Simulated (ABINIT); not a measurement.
**Convergence study of the plane-wave cutoff for CaPd (P4mm, 2 atoms in the cell)**

```
CaPd
1.0
    3.51621     0.00000     0.00000
    0.00000     3.51621     0.00000
    0.00000     0.00000     3.51621
Ca Pd
1 1
Direct
  0.00000   0.00000   0.01422
  0.50000   0.50000   0.50000
```

Level of theory: LDA (PW92), PAW (JTH v2.0 LDA PAW) (plane waves; ABINIT).

Base settings: pseudos = [Ca.LDA_PW-JTH.xml, Pd.LDA_PW-JTH.xml]; ecut = 48 Ry; pawecutdg = 96 Ry; pawxcdev = 0; occopt = 3; tsmear = 0.1 eV; ngkpt = 3 3 3; nshiftk = 1; shiftk = 0 0 0; potentials = JTH v2.0 LDA PAW.

Moved along: pawecutdg.

The second cell is the first with its lattice scaled by 0.98.

The mesh stays at the base's, so the ladder's end is converged at best in this setting alone.

Only quantities that move along the ladder and can be compared are tabulated; the gap is left out on so coarse a mesh.

The count of work is k-points × plane waves × bands × iterations; it is no time. 

The starting cell comes from a database of computed structures (which also holds hypothetical and non-ambient phases and stackings), without a prior relaxation at this level. Its lattice was rescaled by up to half a per cent. One atom was moved a little off its site on purpose. In the base run, with a pressure of about -7 GPa the cell is away from its equilibrium volume at this level.

Steps (ecut): 16.4 Ry; 18.8 Ry; 22 Ry; 24 Ry; 26 Ry; 28 Ry; 32 Ry; 38 Ry; 42 Ry; 48 Ry; 52 Ry; 56 Ry; 64 Ry; 70 Ry; 82 Ry; 94 Ry; 112 Ry.

What is the coarsest ecut that holds the energy of the compressed cell less the first within 2 meV/atom of the last step, with all finer ones?

24 Ry, at 0.11 of the last step's count of work; the step before is off by 3.8 meV/atom.

What is the coarsest ecut that holds the pressure within 0.2 GPa of the last step, with all finer ones?

42 Ry, at 0.31 of the last step's count of work; the step before is off by 0.50 GPa.

What is the coarsest ecut that holds the free energy within 0.5 meV/atom of the last step, with all finer ones?

82 Ry; the step before is off by 0.85 meV/atom.

| ecut | free energy less the last step's (meV/atom) | energy of the compressed cell less the first (meV/atom) | pressure (GPa) | largest difference of a force vector from the last step's (eV/Å) | count of work / last |
|---|---|---|---|---|---|
| 16.4 Ry | 1134.46 | -47.12 | -47.41 | 0.024 | 0.045 |
| 18.8 Ry | 416.01 | -26.72 | -22.63 | 0.024 | 0.089 |
| 22 Ry | 143.17 | -41.06 | -10.83 | 0.005 | 0.093 |
| 24 Ry | 100.00 | -43.92 | -8.36 | 0.003 | 0.11 |
| 26 Ry | 85.50 | -44.62 | -7.65 | 0.002 | 0.12 |
| 28 Ry | 75.62 | -45.05 | -7.80 | 0.002 | 0.15 |
| 32 Ry | 47.07 | -44.69 | -8.31 | 0.002 | 0.22 |
| 38 Ry | 12.30 | -44.36 | -7.64 | 0.002 | 0.31 |
| 42 Ry | 7.19 | -44.95 | -7.23 | 0.003 | 0.31 |
| 48 Ry | 6.23 | -44.73 | -7.16 | 0.001 | 0.42 |
| 52 Ry | 4.85 | -44.77 | -7.22 | 0.002 | 0.42 |
| 56 Ry | 3.10 | -44.80 | -7.26 | 0.002 | 0.47 |
| 64 Ry | 1.07 | -44.87 | -7.17 | 0.002 | 0.60 |
| 70 Ry | 0.85 | -44.82 | -7.13 | 0.001 | 0.70 |
| 82 Ry | 0.44 | -44.82 | -7.14 | 0.001 | 0.76 |
| 94 Ry | 0.10 | -44.83 | -7.13 | 0.002 | 0.77 |
| 112 Ry | 0.00 | -44.85 | -7.14 | 0.000 | 1.0 |

The energy difference between the two cells stays within 1 meV/atom of the last step's from 24 Ry on, the total only from 70 Ry on: much of the error is common to both cells and cancels.

At the lowest cutoff the pressure lies 40.3 GPa under the last step's, the usual sign of Pulay stress in an incomplete plane-wave basis.
